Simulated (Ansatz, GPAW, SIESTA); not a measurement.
**Code comparison for VAs₂ (C2/m, 6 atoms in the cell)**

Self-consistent single point.

```
VAs2
1.0
    4.57203    -1.66213     0.00000
    4.57203     1.66213     0.00000
   -3.77514     0.00000     6.55013
V As
2 4
Direct
  0.84537   0.84537   0.80540
  0.15463   0.15463   0.19460
  0.59591   0.59591   0.89547
  0.40409   0.40409   0.10453
  0.14758   0.14758   0.53483
  0.85242   0.85242   0.46517
```

Shared settings, as Ansatz (a program for electronic structure) writes them: kpoints.mp_grid.grid = 7 7 4; scf.occupations.method = gaussian; scf.occupations.width = 0.2 eV. Potentials and cutoffs stand in the table.

```json
[
 {"code": "SIESTA", "model": "GGA PBEsol, numerical atomic orbitals TZP, PseudoDojo PBEsol standard norm-conserving potentials (rewritten from UPF to PSML)", "pressure (GPa)": "-6.02", "largest force (eV/Å)": "0.270", "cutoff": "grid 350 Ry"},
 {"code": "GPAW", "model": "PBEsol, GPAW PAW datasets PBEsol (made by gpaw-setup)", "pressure (GPa)": "-6.86", "largest force (eV/Å)": "0.150", "cutoff": "800 eV"},
 {"code": "Ansatz", "model": "PBEsol, PAW files made with PBE", "pressure (GPa)": "-7.63", "largest force (eV/Å)": "0.167", "cutoff": "default"}
]
```

Size of the force on each atom (eV/Å): Sizes of forces hide their directions.

```csv
code,V1,V2,As3,As4,As5,As6
SIESTA,0.143,0.143,0.079,0.079,0.270,0.270
GPAW,0.064,0.064,0.041,0.041,0.150,0.150
Ansatz,0.063,0.063,0.079,0.079,0.167,0.167
```

On Ansatz's run: spin polarisation is off, so a magnetic state, if there is one, cannot be reached.

The spread over the programs that give each value: pressure within 1.61 GPa; largest force within 0.120 eV/Å.

SIESTA uses small atom-centred bases, whose incompleteness enters pressures, forces and empty levels differently from a plane-wave cutoff. Ansatz's pressure is given at a fixed set of plane waves, as the other plane-wave codes print theirs; with its correction for the finite basis it is -7.56 GPa. In the pressure, SIESTA (by 1.23) lies more than 1 GPa from the median of the plane-wave programs. In the force vectors, SIESTA (by 0.174) lies more than 0.08 eV/Å from the median of the plane-wave programs.

On the base mesh (5 5 3) the same programs gave: Ansatz pressure -7.66 GPa; GPAW pressure -6.89 GPa; SIESTA pressure -6.04 GPa.

The starting cell comes from a database of computed structures (which also holds hypothetical and non-ambient phases and stackings), without a prior relaxation at this level. Its lattice was rescaled by a random factor within 2.5 % of one.

Left out of this page: CP2K (on another mesh).

Keys are those of Ansatz 0.2.
